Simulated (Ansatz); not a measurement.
We consider CsCl-type AuZn (cubic form, which distorts at low temperature), described by HSE06 (plane waves, PAW; Ansatz, a program for electronic structure).

Total energies, extrapolated to zero smearing (they compare only within this program, potentials and cutoff):

```json
[
 {"system": "CsCl-type AuZn (cubic form, which distorts at low temperature), relaxed", "energy (eV/atom)": "-8235.8605"},
 {"system": "hcp Zn", "energy (eV/atom)": "-3318.9537"},
 {"system": "fcc Au", "energy (eV/atom)": "-13152.2599"}
]
```

Task: Work out the formation enthalpy per atom.

Result: ΔH_f ≈ ΔE = -8235.8605 − [1 × (-3318.9537) + 1 × (-13152.2599)]/2 = -0.254 eV/atom (0 K, no vibrations). The reference value is -0.235 ± 0.04 eV/atom (measured, temperature not stated, no zero-point or thermal correction; as tabulated in Nepal et al. (2020), arXiv:2007.11150), a difference of -0.019 eV/atom.

Spin–orbit coupling is left out; its size isn't shown.

The PAW data were made under PBE.

Note: symmetry holds this phase in the static calculation, where it need not be a minimum.
